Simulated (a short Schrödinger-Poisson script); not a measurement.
Stack: MOS inversion layer, HfO2 on p-type Si(100), at 300 K.

From the gate side: 10 nm HfO2; 430 nm Si, acceptors 1e18 cm⁻³.

The device is made up for the run: typed textbook-type constants, with dimensions and the other settings drawn at random. HfO2: permittivity 22, conduction-band edge (eV) 1.55, gap (eV) 5.7, electron mass (mₑ) 0.2. Si: permittivity 11.7, conduction-band edge (eV) 0, gap (eV) 1.124, Nv at 300 K (cm⁻³) 3.1e19.

Channel valleys (confinement mass, in-plane density-of-states mass, number): Δ2 0.916, 0.19, 2; Δ4 0.19, 0.417, 4. At the gate the conduction-band edge of layer 1 lies 1.86 eV − eVg above the Fermi level of the channel; the field vanishes at the back. Gaps are held at their typed values at every temperature. Mesh 0.03 nm at interfaces.

Solved with a short Schrödinger-Poisson script written for these runs: 1D Poisson equation in equilibrium, electrons quantum, Hartree (BenDaniel-Duke, 12 states a valley, the channel's in-plane mass for all, wave functions ending at the dielectric), parabolic valleys, classical holes, full ionisation, no traps, pinning or gate leakage.

```csv
Vg (V),electrons (cm⁻²),C (μF/cm²),Δ2 E0 (meV from the Fermi level),Δ4 E0 (meV from the Fermi level)
0.5,1.83e9,0.268,206.0,281.3
0.55,8.82e9,0.293,165.0,241.6
0.6,3.97e10,0.403,125.8,203.7
0.65,1.42e11,0.669,92.3,171.6
0.7,3.56e11,0.961,67.8,148.7
0.75,6.62e11,1.16,50.8,133.4
0.8,1.02e12,1.28,38.4,122.8
0.85,1.42e12,1.35,28.7,114.8
0.9,1.84e12,1.40,20.7,108.6
0.95,2.28e12,1.44,13.9,103.6
1,2.73e12,1.46,7.9,99.3
1.05,3.18e12,1.49,2.5,95.6
1.1,3.64e12,1.50,-2.5,92.4
1.15,4.11e12,1.52,-7.1,89.5
1.2,4.58e12,1.53,-11.4,86.9
1.25,5.06e12,1.54,-15.4,84.5
```

Gate voltages with under 1e9 electrons/cm² are left out.

At Vg = 1.25 V the lowest Δ2 subband lies at -15.4 meV from the Fermi level. How many electrons does it hold, and what share of all?

The two-dimensional density of states is g m/(πħ²) = 1.59e11 cm⁻² meV⁻¹ (both spins), kT = 25.9 meV, so n = D kT ln(1 + exp(−E/kT)) = 4.25e12 cm⁻², 0.84 of the 5.06e12 cm⁻² in all.

Compare the slope of the sheet density between 1.15 and 1.25 V with the geometric capacitance of the layers between gate and channel.

q Δn/ΔV = 1.52 μF/cm²; ε0/Σ(t/ε) = 1.95 μF/cm². The ratio is 0.78: the channel acts as a further capacitance in series.
